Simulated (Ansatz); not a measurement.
**Pd3SnC (model structure, started from the Ni3MgC type, Pm-3m, No. 221, 5 atoms in the cell): bulk modulus by level of theory**

No measured value is used here.

| level (code) | value (GPa) | cell (Å³/atom) |
|---|---|---|
| LDA (Ansatz) | 194 | 14.19 |
| PBE (Ansatz) | 154 | 15.19 |
| PBEsol (Ansatz) | 180 | 14.54 |

LDA, PBE, PBEsol: the bulk modulus is −V dP/dV from two relaxed cells at ±2 % in volume. Each level is taken at its own relaxed cell. Ansatz's density-functional and Hartree–Fock values are scalar-relativistic unless marked +SOC, with PAW data made under PBE.

A model structure was made by putting elements into a prototype or built by hand; it is no filed structure, need not be a known phase, and can be a saddle point held by its symmetry.

Ansatz is a program for electronic structure.
